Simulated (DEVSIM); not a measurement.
# Si p+/n-/n+ power diode

Device: Si p+/n-/n+ power diode, at 300 K.

```csv
layer (left to right),material,thickness (μm),Nd (cm⁻³),Na (cm⁻³),τn (s),τp (s)
1,Si,1.60,-,2.7e18,5.6e-7,5.6e-7
2,Si,65.0,1.2e15,-,5.6e-7,5.6e-7
3,Si,2.30,2.7e18,-,5.6e-7,5.6e-7
```

Left contact: ohmic. Right contact: ohmic. Voltage is applied to the left contact. Recombination: SRH at mid-gap, Auger. Mobility is constant in doping.

The device is made up for the run: typed textbook-type constants, with dimensions and the other settings drawn at random. Values at 300 K.

```
parameter           Si
-------------  -------
gap (eV)         1.124
affinity (eV)     4.05
permittivity      11.7
Nc (cm⁻³)      2.86e19
Nv (cm⁻³)       3.1e19
μn (cm²/Vs)       1417
μp (cm²/Vs)        470
Cn (cm⁶/s)     2.8e-31
Cp (cm⁶/s)     9.9e-32
```

DEVSIM, 1D drift-diffusion, Boltzmann statistics, complete ionisation; no tunnelling, impact ionisation, image-force lowering or self-heating.

```json
{
 "potential_step_across_the_device_at_zero_bias": "1.000 V",
 "Dark forward voltage at 1 A/cm²": "0.632 V",
 "Dark forward voltage at 100 A/cm²": "0.847 V"
}
```

Dark forward current:

(V (V), J (A/cm²)): (0.05, 2.5e-8); (0.15, 2.8e-7); (0.20, 9.2e-7); (0.30, 1.4e-5); (0.35, 7.4e-5); (0.45, 0.0028); (0.50, 0.018); (0.60, 0.47); (0.65, 1.5); (0.75, 13); (0.80, 37); (0.90, 280); (0.95, 620); (1.05, 2100)

Small-signal capacitance in reverse bias (quasi-static):

```tsv
V (V)	C (nF/cm²)
-4	4.61
-10	3.05
-20	2.19
-30	1.80
-40	1.56
-60	1.28
-80	1.11
-100	0.988
-130	0.872
-160	0.786
```
